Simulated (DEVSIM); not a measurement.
Structure: Au/SiON/SiO2/n-Si capacitor, at 250 K.

```csv
layer (left to right),material,thickness (nm),Nd (cm⁻³)
1,SiON,11.0,-
2,SiO2,1.30,-
3,Si,520,1.2e18
```

Metal gate on the left, work function 5.1 eV. Fixed charge at the semiconductor interface 3.8e10 cm⁻² (in units of +e); no interface traps.

This is a model device: material constants are rounded textbook-type values typed into the input, and sizes, dopings and lifetimes were drawn at random. Values at 300 K; Nc and Nv go as T^1.5, mobilities as T to minus their exponent, the gap by Varshni's rule with the affinity fixed.

| parameter | SiON | SiO2 | Si |
|---|---|---|---|
| gap (eV) | 7 | 9 | 1.124 |
| affinity (eV) | 1.4 | 0.9 | 4.05 |
| permittivity | 5.5 | 3.9 | 11.7 |
| Nc (cm⁻³) | - | - | 2.86e19 |
| Nv (cm⁻³) | - | - | 3.1e19 |
| Varshni α (eV/K) | - | - | 0.000473 |
| Varshni β (K) | - | - | 636 |

Simulated with DEVSIM: 1D Poisson equation in equilibrium, Boltzmann statistics, complete ionisation; no quantum confinement or tunnelling. Metal contacts follow the ideal Schottky-Mott rule: no Fermi-level pinning, no interface dipoles.

The temperature was swept, all else fixed.

```
temperature (K)  minimum of the low-frequency capacitance (μF/cm²)  flat-band voltage (V)
---------------  -------------------------------------------------  ---------------------
250                                                          0.181                   0.97
300                                                          0.183                   0.95
350                                                          0.189                   0.93
400                                                          0.193                   0.91
450                                                          0.199                   0.89
500                                                          0.206                   0.86
```

From the first row to the last the minimum of the low-frequency capacitance goes from 0.181 to 0.206. From the first row to the last the flat-band voltage goes from 0.97 to 0.86.
